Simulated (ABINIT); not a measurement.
## A series of runs on NbRu3 (P-6m2, 4 atoms in the cell)

Space group P-6m2 (No. 187); a = 2.775 Å, b = 2.775 Å, c = 9.013 Å, α = 90.00°, β = 90.00°, γ = 120.00°

```json
[
 {"atom": "Nb", "site": "1b", "symmetry": "-6m2", "x": "0.0000", "y": "0.0000", "z": "0.5000"},
 {"atom": "Ru", "site": "1a", "symmetry": "-6m2", "x": "0.0000", "y": "0.0000", "z": "0.0000"},
 {"atom": "Ru", "site": "2h", "symmetry": "3m.", "x": "0.3333", "y": "0.6667", "z": "0.2351"}
]
```

Base run A: PBEsol, norm-conserving pseudopotentials (PseudoDojo nc-sr-04 PBEsol standard) run with ABINIT, self-consistent single point.

Its settings: pseudos = [Nb.upf, Ru.upf]; ecut = 1143 eV; ixc = -116133; occopt = 6; tsmear = 0.00367493 Ha; ngkpt = 7 7 2; nshiftk = 1; shiftk = 0 0 0; potentials = PseudoDojo nc-sr-04 PBEsol standard; nband = 40; kptopt = 1; nstep = 60; tolvrs = 1e-11.

The starting cell comes from a database of computed structures (which also holds hypothetical and non-ambient phases and stackings), without a prior relaxation at this level. Spin polarisation is off. In the base run, with a pressure of about -12 GPa the cell is away from its equilibrium volume at this level. Without a gap this mesh is coarse (it stands for a supercell whose shortest vector is 18 Å).

ΔF is the free energy per atom less that of run A. A dash stands where there is no value to compare (another energy zero or no entropy term, no result, no spin, no clean gap, or a mesh too coarse for one). 

| run | tolvrs, toldfe | ΔF (meV/atom) | pressure (GPa) | largest force (eV/Å) | ending |
|---|---|---|---|---|---|
| A | 1e-11, default | 0.00 | -12.05 | 0.380 | converged |
| B | default, 0.0037 Ha | 0.01 | -11.97 | 0.391 | converged |
| C | default, 0.00037 Ha | 0.00 | -11.99 | 0.380 | converged |
| D | default, 3.7e-05 Ha | 0.00 | -11.99 | 0.380 | converged |
| E | default, 3.7e-06 Ha | 0.00 | -12.04 | 0.380 | converged |
| F | default, 3.7e-07 Ha | 0.00 | -12.05 | 0.381 | converged |
| G | default, 3.7e-08 Ha | 0.00 | -12.05 | 0.380 | converged |
| H | default, 3.7e-10 Ha | 0.00 | -12.05 | 0.380 | converged |
| I | default, 3.7e-12 Ha | 0.00 | -12.05 | 0.380 | converged |
| J | default, 3.7e-14 Ha | – | – | – | not converged |

Run B against A: The free energy hardly moves (within 1 meV/atom), the pressure stays near -11.97 GPa while the zz stress (positive for compression) goes from -12.58 to -12.16 GPa and the largest force goes from 0.380 to 0.391 eV/Å.

Run E against A: The free energy stays essentially unchanged (within 1 meV/atom), the pressure hardly changes (-12.05 to -12.04 GPa) and the largest force stays at 0.380 eV/Å.

Run G against A: The free energy stays essentially unchanged (within 1 meV/atom), the pressure stays at -12.05 GPa and the largest force stays at 0.380 eV/Å.
